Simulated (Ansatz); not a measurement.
Results of r²SCAN in Ansatz (PAW) for Ge2Sb2Te5 (P-3m1, No. 164, 9 atoms in the cell; start mp-1224375).

Numerical settings: plane-wave cutoff 560 eV, 12×12×2 k mesh (along the axes of the cell as run), Fermi–Dirac smearing 0.01 eV, scalar-relativistic PAW data made under PBE.

Cell (relaxed with PBE-D3(BJ)):

Space group P-3m1 (No. 164); a = 4.233 Å, b = 4.233 Å, c = 16.832 Å, α = 90.00°, β = 90.00°, γ = 120.00°

```
atom  site  symmetry       x       y       z
----  ----  --------  ------  ------  ------
Ge      2d       3m.  0.6667  0.3333  0.1009
Sb      2c       3m.  0.0000  0.0000  0.3186
Te      1a      -3m.  0.0000  0.0000  0.0000
Te      2d       3m.  0.3333  0.6667  0.1996
Te      2d       3m.  0.6667  0.3333  0.4213
```

Predict the band gap.


* **band gap**: 0.02 eV (under three smearing widths, so not firm)

Note: cell and atoms aren't relaxed at this level (largest force component 0.22 eV/Å, pressure 1.7 GPa).

Spin–orbit coupling is not included; it can close the smallest gap of 0.02 eV.

Computing time: about 2.0 core-minutes (a rough figure).

A start named mp-… is a Materials Project structure, which need not be a measured phase.

Ansatz is a first-principles code.
